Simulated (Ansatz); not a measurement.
Input and output of a self-consistent single point for Be2Ag (R3m, 6 atoms in the cell) (Ansatz, a first-principles code)

Method of the run: LDA (PW92), default PAW files made with PBE (plane waves; Ansatz).

Input:

Ansatz 0.2 input:
```yaml
# Be2Ag
crystal:
  lattice:
    - [0.00000000, 3.18048300, 3.18048300]
    - [3.18048300, 0.00000000, 3.18048300]
    - [3.18048300, 3.18048300, 0.00000000]
  atoms:
    - { symbol: Be, position: [0.62500000, 0.62500000, 0.12500000] }
    - { symbol: Be, position: [0.62500000, 0.12500000, 0.62500000] }
    - { symbol: Be, position: [0.62953800, 0.62953800, 0.62953800] }
    - { symbol: Be, position: [0.12500000, 0.62500000, 0.62500000] }
    - { symbol: Ag, position: [0.25000000, 0.25000000, 0.25000000] }
    - { symbol: Ag, position: [0.00000000, 0.00000000, 0.00000000] }
basis:
  ecutwfc: 30.9 Ry
kpoints:
  mp_grid:
    grid: [9, 9, 9]
hamiltonian:
  xc: lda
  pseudopotentials:
    kind: paw
scf:
  occupations:
    method: fermi_dirac
    width: 0.0073 Ry
output:
  forces: true
  eigenvalues: true
  stress: true
```

Log, with long lists cut:

```
WARN ansatz: RAYON_NUM_THREADS=1 ignored (pool sized by the plan → 1); use --threads N
Pseudopotentials: kind: paw
Pseudopotential: Be, paw, valence charge 2
Pseudopotential: Ag, paw, valence charge 19
Crystal: 6 atoms, lattice volume = 64.344 Å³
Basis set: ecut = 420.4159175005146 eV, 1243 PW (Γ)
Bands: 29, of which v1, the nominal top of the filled ones, is band 23 counted from 1 (22 counted from 0)
Symmetry: 6 space group operations
Space group: R3m (ITA 160), of the structure as read, at distance tolerance 4.0e-5 Å
k-points: 85 of 729 (time reversal used)
PAW frozen core: Be, regenerated for the run's functional, and the local potential with it
PAW frozen core: Ag, regenerated for the run's functional, and the local potential with it
Initial density: superposition of atomic densities (neutral atoms: chi_scale 0, normalization atom), corrected by the library's trained network
Initial wavefunctions: pseudopotential atomic-orbital guess
Eigensolver: davidson
Functional: x = slater, c = lda
SCF iter   1: F=—  HF=-15269.416538 eV  |F-HF|=—  |Δ(HF+E_count)|=         —  Δρ=8.79e-3  dr2=3.35e-2  ethr=1.77e-3  ⟨swp⟩=6.3  Hψ=11087  notcnv=0  defer=8
all-band conjugate gradients solve this SCF's bands
preconditioner: auto → Kerker (q_TF=auto, 2.580 Å⁻¹)
SCF iter   2: F=—  HF=-15269.407562 eV  |F-HF|=—  |Δ(HF+E_count)|=   8.98e-3  Δρ=3.02e-3  dr2=2.69e-3  ethr=7.29e-5  ⟨swp⟩=2.6  Hψ=4919  notcnv=0  defer=10
SCF iter   3: F=—  HF=-15269.407084 eV  |F-HF|=—  |Δ(HF+E_count)|=   4.78e-4  Δρ=1.51e-3  dr2=9.63e-4  ethr=5.86e-6  ⟨swp⟩=1.0  Hψ=2398  notcnv=0  defer=10
SCF iter   4: F=—  HF=-15269.406834 eV  |F-HF|=—  |Δ(HF+E_count)|=   2.50e-4  Δρ=1.64e-4  dr2=2.98e-5  ethr=2.09e-6  ⟨swp⟩=2.0  Hψ=3398  notcnv=0  defer=10
SCF iter   5: F=—  HF=-15269.406826 eV  |F-HF|=—  |Δ(HF+E_count)|=   8.08e-6  Δρ=3.63e-5  dr2=8.04e-7  ethr=6.48e-8  ⟨swp⟩=2.0  Hψ=3665  notcnv=0  defer=10
SCF iter   6: F=—  HF=-15269.406825 eV  |F-HF|=—  |Δ(HF+E_count)|=   1.92e-7  Δρ=2.05e-5  dr2=2.45e-7  ethr=2.17e-10  ⟨swp⟩=6.9  Hψ=10522  notcnv=0
SCF iter   7: F=-15269.406825 eV  HF=-15269.406825 eV  |F-HF|=3.91e-9  |Δ(HF+E_count)|=   5.67e-8  Δρ=4.76e-6  dr2=1.10e-8  ethr=2.17e-10  ⟨swp⟩=4.0  Hψ=7574  notcnv=0
SCF 1 converged in 7 iterations: F = -15269.406825 eV  dr2 = 1.10e-8
SCF converged after 7 iterations
Free energy (F): -15269.406825 eV
Harris-Foulkes:  -15269.406825 eV  (|F-HF|=3.91e-9)
Internal energy: -15269.379387 eV  (E = F + TS)
E sigma→0 (E₀):  -15269.393106 eV
Entropy (-TS):   -0.027438 eV (-4.573 meV/atom)
Fermi energy:    13.320950 eV
--- Per-component energies (eV) ---
  E_band       = -590.267256
  E_kinetic    = 1134.259550
  E_local      = -6062.720783  (includes V_loc(G=0)·N_el)
  E_nonlocal   = 186.023255
  E_hartree    = 2765.696507
  E_xc         = -447.580761
  E_vxc        = -554.990650  (∫ρ·V_xc dr)
  E_paw        = -7755.916791  (= ΣΔE_a)
  E_vpaw       = -824.228620  (= ΣTr[D̂ρ^β])
  E_aug_tail   = 0.000517  (compensation charges beyond the density's cutoff)
  E_ewald      = -5090.711643
  E_core_change = 1.570763  (= ΣΔE_core)
  E_smearing   = -0.027438  (= −TS)
  E_closure    = 0.000000  (closes the sum)
  Σ components = -15269.406825   (vs F -15269.406825, Δ=0.00e0)
--- Forces (eV/Å), atoms counted from 1 ---
  atom   1  Be     0.08538701     0.08538701     0.04305590
  atom   2  Be     0.08538701     0.04305590     0.08538701
  atom   3  Be    -0.26329801    -0.26329801    -0.26329801
  atom   4  Be     0.04305590     0.08538701     0.08538701
  atom   5  Ag     0.02443508     0.02443508     0.02443508
  atom   6  Ag     0.02502969     0.02502969     0.02502969
  max |Σ_I F_I| component: 3.32e-6 eV/Å
--- Stress (GPa, compression-positive) ---
       -5.747652       0.031763       0.031763
        0.031763      -5.747652       0.031763
        0.031763       0.031763      -5.747652
  P = ⅓ Tr σ = -5.7477 GPa (-57.477 kbar)
  The stress holds the Pulay correction. Without it, at fixed plane waves, as pw.x and ABINIT print it: P = -5.7706 GPa
--- Band table (eV; the first three rows and the last of 85) ---
  k-point 0: bands = ["-79.5694", "-79.5423", "-43.1238", "-43.1238", "-43.1235", "-43.0421", "-43.0416", "-43.0416", "3.2775", "6.5375", "6.5375", "7.0342", "7.0342", "7.0349", "7.4962", "7.4962", "7.4962", "8.8101", "8.8101", "9.8871", "13.7191", [...]
  k-point 1: bands = ["-79.5690", "-79.5427", "-43.1247", "-43.1245", "-43.1231", "-43.0424", "-43.0411", "-43.0407", "3.4034", "6.5381", "6.5382", "6.9819", "7.0656", "7.0665", "7.4171", "7.5148", "7.5149", "8.8070", "8.8070", "9.9448", "12.8052", [...]
  k-point 2: bands = ["-79.5679", "-79.5438", "-43.1268", "-43.1266", "-43.1214", "-43.0442", "-43.0390", "-43.0387", "3.7711", "6.5512", "6.5513", "6.9314", "7.0862", "7.0865", "7.0999", "7.6278", "7.6280", "8.7912", "8.7913", "10.1384", "11.3029", [...]
  k-point 84: bands = ["-79.5650", "-79.5467", "-43.1334", "-43.1313", "-43.1131", "-43.0529", "-43.0342", "-43.0323", "5.3407", "5.6552", "6.5618", "6.6418", "7.0327", "7.0959", "7.3255", "8.0339", "8.1099", "8.5951", "8.7174", "8.7472", "10.7234", [...]
```

The run converged in 7 iterations.

The starting cell comes from a database of computed structures (which also holds hypothetical and non-ambient phases and stackings), without a prior relaxation at this level. Its lattice was rescaled by up to half a per cent. One atom was moved a little off its site on purpose. With a pressure of about -6 GPa the cell is away from its equilibrium volume at this level. Ansatz's pressure includes its estimate of the finite-basis (Pulay) stress.
